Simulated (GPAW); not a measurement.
A self-consistent single point of PtS2 (P-3m1, 3 atoms in the cell) with GPAW.

Method of the run: LDA (Perdew-Wang 92), GPAW PAW datasets LDA (gpaw-data 1.0.1) (plane waves; GPAW).

```
CELL_PARAMETERS angstrom
      3.50474     0.00000     0.00000
     -1.75237     3.03519     0.00000
      0.00000     0.00000     5.52767
ATOMIC_POSITIONS crystal
  Pt 0.00000 0.00000 0.00000
  S  0.66667 0.33333 0.77966
  S  0.33333 0.66667 0.22034
```

Reference input (self-consistent single point, DFT PBE, plane waves, GPAW PAW datasets PBE (gpaw-data 1.0.1)): mode = pw; ecut = 550 eV; xc = PBE; kpts = 6 6 3; mesh shift (steps) = 0 0 0; occupations.name = fermi-dirac; occupations.width = 0.05 eV; nbands = -4; convergence.forces = 0.001 eV/Å; convergence.bands = -2; symmetry.symmorphic = false; symmetry.tolerance = 0.0005. This run's input differs from it in these lines:

```diff
@@ -14,3 +14,3 @@
 calc = GPAW(mode={'name': 'pw', 'ecut': 550},
-            xc='PBE',
+            xc='LDA',
             kpts={'size': (6, 6, 3), 'gamma': True},
```

Its files differ too (potentials: GPAW PAW datasets LDA (gpaw-data 1.0.1)).

Output (repeated stretches shortened):

```
     iter     time        total  log10-change:
                         energy   eigst   dens  force
iter:   1 --:--:--   -19.887311   +0.57
iter:   2 --:--:--   -19.562076   -0.44  -1.29
iter:   3 --:--:--   -18.744223   -1.10  -1.32
iter:   4 --:--:--   -18.642307   -1.90  -1.44
iter:   5 --:--:--   -18.520110   -1.74  -1.51
iter:   6 --:--:--   -18.527236   -2.41  -1.94
iter:   7 --:--:--   -18.519243c  -1.69  -1.95
iter:   8 --:--:--   -18.484836   -2.82  -1.93
iter:   9 --:--:--   -18.483327   -3.53  -2.53
iter:  10 --:--:--   -18.484604c  -2.42  -2.58
iter:  11 --:--:--   -18.481720c  -3.73  -2.51
   [... lines left out ...]
iter:  15 --:--:--   -18.481599c  -5.04  -3.42
iter:  16 --:--:--   -18.481597c  -5.66  -3.93
iter:  17 --:--:--   -18.481594c  -6.30  -4.04c
iter:  18 --:--:--   -18.481594c  -6.49  -4.12c
iter:  19 --:--:--   -18.481594c  -7.74c -4.29c
iter:  20 --:--:--   -18.481593c  -7.01  -4.35c
iter:  21 --:--:--   -18.481593c  -7.59c -4.54c -2.62
iter:  22 --:--:--   -18.481593c  -7.91c -4.58c -2.26
iter:  23 --:--:--   -18.481593c  -7.72c -4.65c -2.78
iter:  24 --:--:--   -18.481593c  -8.08c -4.75c -2.28
iter:  25 --:--:--   -18.481593c  -9.01c -4.78c -2.82
iter:  26 --:--:--   -18.481593c  -8.07c -4.81c -4.27c
Converged after 26 iterations.

Dipole moment: (-0.000000, -0.000000, -0.000000) |e|*Ang

Energy contributions relative to reference atoms: (reference = -521745.916756)

Kinetic:         +4.750165
Potential:       -6.721206
External:        +0.000000
XC:             -16.089004
Entropy (-ST):   -0.000001
Local:           -0.421548
SIC:             +0.000000
--------------------------
Free energy:    -18.481594
Extrapolated:   -18.481593

Showing only first 2 kpts
 Kpt  Band  Eigenvalues  Occupancy
  0    12      5.23714    2.00000
  0    13      5.70825    2.00000
  0    14      8.68220    0.00000
  0    15      8.68224    0.00000

  1    12      5.16621    2.00000
  1    13      5.17398    2.00000
  1    14      8.86155    0.00000
  1    15      8.86158    0.00000

Fermi level: 6.54958

Gap: 1.267 eV
Transition (v -> c):
   [... lines left out ...]
Direct gap: 1.595 eV
Transition at: (s=0, k=5, n=13, [0.33, -0.17, 0.00])
Energy (eV): -18.481593

Forces in eV/Ang:
  0 Pt    0.00000    0.00000    0.00000
  1 S    -0.00000    0.00000   -0.04860
  2 S    -0.00000   -0.00000    0.04860

Stress tensor:
    -0.003079     0.000000     0.000000
    -0.000000    -0.003079     0.000000
     0.000000     0.000000     0.008952
Stress (GPa, Voigt): [-0.4932 -0.4932  1.4343  0.      0.      0.    ]
```

The run converged in 26 iterations. GPAW prints stress with tension positive. Against the reference run the pressure goes from 7.69 to -0.15 GPa, the largest force goes from 0.640 to 0.049 eV/Å and the gap on the mesh goes from 1.384 to 1.267 eV.

The starting cell comes from a database of computed structures (which also holds hypothetical and non-ambient phases and stackings), without a prior relaxation at this level. Its lattice was rescaled by a random factor within 2.5 % of one. Spin-orbit coupling is off.
